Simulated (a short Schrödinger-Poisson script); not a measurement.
System: MOS inversion layer, SiO2 on p-type Ge(100), at 300 K.

```tsv
layer	material	thickness (nm)	Na (cm⁻³)
1	SiO2	3.1	-
2	Ge	690	3.6e17
```

Constants are typed, rounded textbook-type inputs, not results; the design itself was drawn at random and stands for no fabricated device. SiO2: permittivity 3.9, conduction-band edge (eV) 3.1, gap (eV) 9, electron mass (mₑ) 0.5. Ge: permittivity 16, conduction-band edge (eV) 0, gap (eV) 0.664, Nv at 300 K (cm⁻³) 6e18.

Channel valleys (confinement mass, in-plane density-of-states mass, number): L4 0.12, 0.295, 4. At the gate the conduction-band edge of layer 1 lies 3.36 eV − eVg above the Fermi level of the channel; the field vanishes at the back. Gaps are held at their typed values at every temperature. Mesh 0.03 nm at interfaces.

From a short Schrödinger-Poisson script (our own, NumPy): 1D Poisson equation in equilibrium, electrons classical, Boltzmann, parabolic valleys, classical holes, full ionisation, no traps, pinning or gate leakage.

The same stack at other levels of the model or other numerical settings:

| run | sheet density of all electrons at Vg = 2 V (cm⁻²) | sheet density of all electrons at Vg = 0.8 V (cm⁻²) | capacitance at Vg = 2 V (μF/cm²) | centroid of the channel electrons at Vg = 2 V (nm) | rough cost against the base |
|---|---|---|---|---|---|
| base | 9.56e12 | 1.73e12 | 1.08 | 0.63 | about 1 |
| electrons treated as classical, Fermi-Dirac | 9.14e12 | 1.68e12 | 1.03 | 1.01 | 5 |
| electrons treated as quantum, Hartree | 8.32e12 | 1.24e12 | 0.987 | 2.26 | 30 |
| mesh six times as coarse | 9.48e12 | 1.71e12 | 1.07 | 0.71 | 0.6 |

The classical rows ignore confinement, and Boltzmann statistics overrate the density once the band edge passes the Fermi level.

Only the L valleys are kept; under strong confinement the Δ valleys of Ge fill too.
